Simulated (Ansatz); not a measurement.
We consider TiO2 (P4₂/mnm, No. 136, 12 atoms in the cell; start mp-1041565), described by r²SCAN+rVV10 (PAW; Ansatz, a quantum-chemistry and plane-wave program).

Numerical settings: plane-wave cutoff 560 eV, 8×8×8 k mesh, Fermi–Dirac smearing 0.01 eV, no spin polarisation, scalar-relativistic PAW data made under PBE.

Cell (relaxed at this level):

```yaml
crystal:
  lattice:
    - [-2.95118, 3.24149, 3.24159]
    - [2.95118, -3.24149, 3.24159]
    - [2.95118, 3.24149, -3.24159]
  atoms:
    - { symbol: Ti, position: [0.50000, 0.75000, 0.75000] }
    - { symbol: Ti, position: [0.50000, 0.25000, 0.25000] }
    - { symbol: Ti, position: [0.00000, 0.00000, 0.50000] }
    - { symbol: Ti, position: [0.00000, 0.50000, 0.00000] }
    - { symbol: O, position: [0.30431, 0.30430, 0.50000] }
    - { symbol: O, position: [0.69569, 0.69570, 0.50000] }
    - { symbol: O, position: [0.30431, 0.80431, 0.00000] }
    - { symbol: O, position: [0.69569, 0.19569, 0.00000] }
    - { symbol: O, position: [0.19570, 0.25001, 0.94569] }
    - { symbol: O, position: [0.80430, 0.74999, 0.05431] }
    - { symbol: O, position: [0.80432, 0.25001, 0.55431] }
    - { symbol: O, position: [0.19568, 0.74999, 0.44569] }
```

Q: Give the computed band gap.

A: 
band gap: 2.22 eV (on the SCF k mesh)

Note: the relaxation could not lower the start's symmetry, so the cell can be a saddle point above a distorted one.

The computed numbers hold no vibrational or temperature effects.

A start named mp-… is a Materials Project structure, which need not be a measured phase.
